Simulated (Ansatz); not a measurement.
Electronic density of states of amorphous Cu₃₂Zr₁₈, density 7.53 g/cm³, on a 2×2×2 Γ-centred mesh with a Gaussian width of 0.1 eV; energies count from the Fermi level. Cell and mesh are small, so fine structure isn't converged. Computed with PBE, scalar-relativistic without spin-orbit coupling (plane waves to 420 eV, PAW; Ansatz, a program for electronic structure). Sampling: a 2×2×2 Γ-centred mesh; Fermi-Dirac width 0.1 eV; no spin polarisation.

It comes from a melt-quench run on a machine-learned potential (CHGNet), relaxed afterwards by DFT. The hot cell started wider than the set density and was brought back towards it in steps. It is the lowest in DFT energy of 3 quenches. It is a model cell: composition and starting density were chosen by hand, and all elements were melted together. No dispersion term was used. Its density started from a set value of 7.50 and ended at 7.53 g/cm³. Cooling (nominally 170 K/ps over its main leg) ran many orders faster than in experiment, which tends to leave more defects and strain. Values belong to this one cell and scatter from quench to quench. Volume and shape were free in the relaxation. On a 2×2×2 Γ-centred mesh force components of up to 0.19 eV/Å stay, since the relaxation ran on one k-point at (1/4, 1/4, 1/4).

(E - EF (eV), states/(eV atom)): (-12.00, 0.00); (-11.90, 0.00); (-11.80, 0.00); (-11.70, 0.00); (-11.60, 0.00); (-11.50, 0.00); (-11.40, 0.00); (-11.30, 0.00); (-11.20, 0.00); (-11.10, 0.00); (-11.00, 0.00); (-10.90, 0.00); (-10.80, 0.00); (-10.70, 0.00); (-10.60, 0.00); (-10.50, 0.00); (-10.40, 0.00); (-10.30, 0.00); (-10.20, 0.00); (-10.10, 0.00); (-10.00, 0.00); (-9.90, 0.00); (-9.80, 0.00); (-9.70, 0.00); (-9.60, 0.00); (-9.50, 0.00); (-9.40, 0.00); (-9.30, 0.00); (-9.20, 0.00); (-9.10, 0.00); (-9.00, 0.00); (-8.90, 0.00); (-8.80, 0.00); (-8.70, 0.00); (-8.60, 0.00); (-8.50, 0.00); (-8.40, 0.00); (-8.30, 0.00); (-8.20, 0.00); (-8.10, 0.00); (-8.00, 0.00); (-7.90, 0.02); (-7.80, 0.02); (-7.70, 0.00); (-7.60, 0.01); (-7.50, 0.07); (-7.40, 0.11); (-7.30, 0.09); (-7.20, 0.08); (-7.10, 0.09); (-7.00, 0.14); (-6.90, 0.14); (-6.80, 0.12); (-6.70, 0.11); (-6.60, 0.10); (-6.50, 0.09); (-6.40, 0.09); (-6.30, 0.09); (-6.20, 0.13); (-6.10, 0.20); (-6.00, 0.20); (-5.90, 0.25); (-5.80, 0.27); (-5.70, 0.24); (-5.60, 0.23); (-5.50, 0.21); (-5.40, 0.27); (-5.30, 0.29); (-5.20, 0.22); (-5.10, 0.28); (-5.00, 0.42); (-4.90, 0.47); (-4.80, 0.52); (-4.70, 0.64); (-4.60, 0.75); (-4.50, 0.97); (-4.40, 1.38); (-4.30, 1.80); (-4.20, 2.04); (-4.10, 2.32); (-4.00, 2.61); (-3.90, 2.78); (-3.80, 2.86); (-3.70, 2.98); (-3.60, 2.96); (-3.50, 2.96); (-3.40, 2.97); (-3.30, 3.15); (-3.20, 3.28); (-3.10, 3.20); (-3.00, 3.18); (-2.90, 3.20); (-2.80, 3.19); (-2.70, 3.23); (-2.60, 3.21); (-2.50, 2.93); (-2.40, 2.39); (-2.30, 1.86); (-2.20, 1.37); (-2.10, 0.92); (-2.00, 0.76); (-1.90, 0.72); (-1.80, 0.61); (-1.70, 0.54); (-1.60, 0.54); (-1.50, 0.53); (-1.40, 0.62); (-1.30, 0.63); (-1.20, 0.60); (-1.10, 0.64); (-1.00, 0.66); (-0.90, 0.65); (-0.80, 0.69); (-0.70, 0.72); (-0.60, 0.76); (-0.50, 0.79); (-0.40, 0.78); (-0.30, 0.77); (-0.20, 0.83); (-0.10, 0.84); (0.00, 0.81); (0.10, 0.77); (0.20, 0.75); (0.30, 0.70); (0.40, 0.73); (0.50, 0.77); (0.60, 0.75); (0.70, 0.69); (0.80, 0.71); (0.90, 0.69); (1.00, 0.68); (1.10, 0.66); (1.20, 0.64); (1.30, 0.70); (1.40, 0.67); (1.50, 0.60); (1.60, 0.64); (1.70, 0.71); (1.80, 0.68); (1.90, 0.68); (2.00, 0.73); (2.10, 0.76); (2.20, 0.77); (2.30, 0.72); (2.40, 0.75); (2.50, 0.72); (2.60, 0.68); (2.70, 0.70); (2.80, 0.73); (2.90, 0.76); (3.00, 0.66); (3.10, 0.60); (3.20, 0.65); (3.30, 0.63); (3.40, 0.60)
